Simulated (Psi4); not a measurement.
Psi4 1.11, BP86/def2-svpd: Au(I)(CNMe) (C[N+]#[C-]->[Au][I]), 8 atoms. The geometry is a generated start, not checked to be a minimum at this level.

```json
{
 "task": "energy",
 "method": "bp86",
 "basis": "def2-svpd",
 "memory": "3 GB",
 "maxiter": "100",
 "keys_of_the_molecule_block": "symmetry c1",
 "scf_type": "df (default)",
 "guess": "auto, which took SAD (default)",
 "scf_initial_accelerator": "adiis (default)",
 "e_convergence": "1e-06 (default)",
 "d_convergence": "1e-06 (default)",
 "dft_radial_points": "75 (default)",
 "dft_spherical_points": "302 (default)",
 "effective_core_potentials": "those of the basis set, past Kr",
 "basis_functions": "154",
 "grid_points": "173516"
}
```

```xyz
8

Au    -0.4477     1.9773    -1.7326
I     -0.8996     3.8535    -3.3580
C      0.3033    -1.3236     1.1584
N      0.0738    -0.2971     0.2512
C     -0.1193     0.5621    -0.5023
H      0.1384    -0.9543     2.1720
H      1.3331    -1.6707     1.0586
H     -0.3820    -2.1472     0.9526
```

Charge 0 and multiplicity 1 are set for this test and not shown to be the ground state.

One run each on 2 threads. Values of diis_max_vecs tried: 3, 6, 10 (default), 20.

Q: Predict the course of the SCF iterations along this series.

A: Fewest SCF iterations, within one of each other: 6 with 11, 10 (default) with 12, 20 with 12. The count rises to 24 at 3. All converge to one solution.

| diis_max_vecs | SCF iterations | end |
|---|---|---|
| 3 | 24 | same solution |
| 6 | 11 | same solution |
| 10 (default) | 12 | same solution |
| 20 | 12 | same solution |
